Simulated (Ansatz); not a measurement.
Take Cs2AgBiBr6 (space group Fm-3m, No. 225; a = 11.343 Å) as the base. Axes: x, y, z lie along the cube axes.

Computed with r2SCAN/PAW in Ansatz (a quantum-chemistry and plane-wave program), no spin-orbit coupling.

Strains are applied to the cell and any free atomic positions relax; under biaxial strain the out-of-plane vector relaxes too.

One change was made to it. Results:

```tsv
quantity	base	after
pressure (mean of the normal stresses, compression positive)	0.00 GPa	0.15 GPa
band gap	1.67 eV	1.63 eV
```

Problem. Which change produced these results?
A. biaxial strain −4.07 %, plane normal [001], relaxed out of plane
B. uniaxial strain ε_yy = −0.57 %
C. strain tensor (xx, yy, zz, yz, xz, xy) = (+1.88, +1.91, +0.97, +0.44, −1.18, −0.85) %
D. uniaxial strain ε_zz = +0.39 %

Solution. B, uniaxial strain ε_yy = −0.57 %. For comparison, the pressure in the other runs: strain tensor (xx, yy, zz, yz, xz, xy) = (+1.88, +1.91, +0.97, +0.44, −1.18, −0.85) % gives -1.00 GPa; biaxial strain −4.07 %, plane normal [001], relaxed out of plane gives 1.80 GPa; uniaxial strain ε_zz = +0.39 % gives -0.09 GPa.

With Bi present, leaving out spin-orbit coupling can change the band edges. No phonon test of stability was made.
